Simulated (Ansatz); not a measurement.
# Pd: isotropic strain +1.00 %

Take Pd in the fcc (Cu type) structure (space group Fm-3m, No. 225; a = 3.878 Å; relaxed with 0.1 eV smearing) as the base.

Modification: every lattice vector is stretched by 1.00 %; the atoms relax in the strained cell.

Calculations: PBEsol in Ansatz (plane waves to 420 eV, PAW, spin-orbit coupling left out). Settings: 29×29×29 k-points, 0.1 eV Fermi–Dirac smearing.

```tsv
quantity	base	changed	shift
space group	Fm-3m (No. 225)	Fm-3m (No. 225)	–
energy relative to the base (free energy F)	0 meV/atom	+7.9 meV/atom	+7.9 meV/atom
pressure	0.0 GPa	-5.6 GPa	-5.6 GPa
band gap	zero	zero	–
```

Cost of the whole job for the changed cell (relaxation, final SCF and bands): around 21 core-seconds (rough).

Stability against distortions was not tested. The final runs are not spin-polarised. Pd lies near a magnetic instability that expansion can trigger; it was not tested.

Ansatz is a quantum-chemistry and plane-wave program.
